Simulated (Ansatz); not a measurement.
NbSi2 (P6_422), PBEsol, DFPT electron-phonon coupling, linearised Boltzmann equation (Ansatz, a program for electronic structure). Phonon-limited resistivity 40.0 μΩ·cm at 300 K along y (a = (4.77, 0.00, 0.00) Å; b = (-2.39, 4.13, 0.00) Å; c = (0.00, 0.00, 6.57) Å), 57.0 μΩ·cm at 400 K, Drude plasma energy 3.07 eV.

Question: What Drude relaxation time do resistivity and plasma energy imply?

Answer: ω_p = 4.66e15 s⁻¹, so τ = 1/(ε₀ ω_p² ρ) = 13.0 fs, a damping ħ/τ of 50.7 meV.

Question: Estimate the electronic thermal conductivity at 300 K by the Wiedemann-Franz law (L₀ = 2.44×10⁻⁸ W·Ω/K²).

Answer: L₀T/ρ = 2.44×10⁻⁸ × 300/(40.0×10⁻⁸) = 18.3 W/(m·K). Inelastic scattering puts the true Lorenz number somewhat under L₀ near and below the Debye temperature.

Question: What is the classical skin depth at 1 GHz (nonmagnetic, μ₀ = 1.257×10⁻⁶ H/m)?

Answer: δ = √(ρ/(π f μ₀)) = 10100 nm.

A metal at this level (no band gap). Only scattering by harmonic phonons is included (no impurities, grain boundaries, electron-electron scattering or thermal expansion). Spin-orbit coupling is left out. Halving the electron mesh (20x20x12) moves the resistivity by up to 3 % at 300 K. Smearing 0.20 eV; phonons on a 4x4x2 q mesh, which this run doesn't test.
